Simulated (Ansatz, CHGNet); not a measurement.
For SnBi2Te4 (R-3m, No. 166, 7 atoms in the cell; start mp-38605), the machine-learned potential CHGNet 0.3.0 (trained on PBE and PBE+U data) gives:

- lattice constant a: 4.499 Å
- lattice parameter c: 47.225 Å

What does PBE-D3(BJ) in Ansatz (plane waves, PAW) give for the same quantities?


- lattice constant a: 4.407 Å (shrinks by 2.0 %)
- lattice parameter c: 41.228 Å (falls by 13 %)

Changes are worked out from the printed values.

Unless a cell is named, each level is at its own relaxed cell (CHGNet 0.3.0 39.42, PBE-D3(BJ) 33.02 Å³/atom).

Levels without +SOC leave out spin–orbit coupling, which shifts energies and cells of such heavy elements.

Caveats: the cell has another shape than the first-principles one, perhaps another minimum in the same group (CHGNet 0.3.0); the relaxation could not lower the start's symmetry, so the cell can be a saddle point above a distorted one (CHGNet 0.3.0). Ansatz's density-functional and Hartree–Fock values are scalar-relativistic unless marked +SOC, with PAW data made under PBE.

A start named mp-… is a Materials Project structure, which need not be a measured phase.

Ansatz is an electronic-structure program.
